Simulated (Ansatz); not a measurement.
Worked calculations on one periodic cell of amorphous Si₂₄O₄₈Mg: Si24O48Mg, 73 atoms, volume 1089.7 Å³, made by a melt-quench on the CHGNet potential and relaxed with DFT. O atoms were pushed apart under 1.9 Å during the dynamics, to hinder bonds among them. It is a model cell: composition and starting density were chosen by hand, and all elements were melted together. Cycles of charging were run to anneal it. These are PBE, scalar-relativistic without spin-orbit coupling (plane waves to 420 eV, PAW; Ansatz, a quantum-chemistry and plane-wave program) values and carry that method's errors. Sampling: a 2×2×2 Γ-centred mesh; Fermi-Dirac width 0.02 eV; no spin polarisation. Its volume was relaxed, its shape was held as a cube, and it stands at a mean pressure of 0.0 GPa with stress components up to 1.7 GPa; the relaxation ran on the zone centre alone. Its density went from a set 2.22 to 2.23 g/cm³. The cell is small and was quenched far faster than a real film, so it is one sample of the glass.

Q: Count formal charges (Si +4, O -2, Mg +2). What does the count lead one to expect at the Fermi level, and what does the calculation give?

A: 24 × (+4) + 48 × (-2) + 1 × (+2) = +2. 2 electrons are left on cation states, in cation-cation bonds, defect levels or the conduction band. On this mesh the highest filled and lowest empty level lie 4.31 eV apart, which parts defect or band states and needn't be the band gap.

Four energies for an added electron at PBE on the zone centre alone (charged cells in a uniform background, spin-polarised): neutral at the neutral geometry -44496.025 eV; charged at the neutral geometry -44489.576 eV; charged and relaxed -44489.596 eV; neutral at the charged geometry -44496.003 eV.

Q: Find the two relaxation energies and their sum, the reorganisation energy.

A: On charging: -44489.576 − (-44489.596) = 0.020 eV. On discharging: -44496.003 − (-44496.025) = 0.022 eV. The sum is 0.042 eV. The carrier's level spreads over 63 of the 73 atoms' worth, more than a fifth of the atoms or a third of the atoms of its main element (six at least), and the sum is small, so it counts as a band carrier, whose relaxation energy shrinks as the cell grows. PBE's self-interaction favours spread-out carriers, so a hybrid can localise more.

Four energies for a hole at PBE on the zone centre alone (charged cells in a uniform background, spin-polarised): neutral at the neutral geometry -44496.025 eV; charged at the neutral geometry -44497.656 eV; charged and relaxed -44497.913 eV; neutral at the charged geometry -44495.699 eV.

Q: Find the two relaxation energies and their sum, the reorganisation energy.

A: On charging: -44497.656 − (-44497.913) = 0.257 eV. On discharging: -44495.699 − (-44496.025) = 0.326 eV. The sum is 0.583 eV. The carrier's level spreads over 8 of the 73 atoms' worth, so it counts as partly localised, most on one O atom with neighbours Si 1.57 Å, Mg 1.86 Å (neutral geometry). The values are uncorrected: the image energy of a point charge in this cell, 2.84 × 14.40 / (2 × 10.3) = 2.0 eV before screening, is screened by electrons alone at the fixed geometry and by ions too after relaxing, and the carrier can be spread before it relaxes, so each term can be off by up to that value times 1/ε∞, some tenths of an eV. PBE's self-interaction favours spread-out carriers, so a hybrid can localise more.
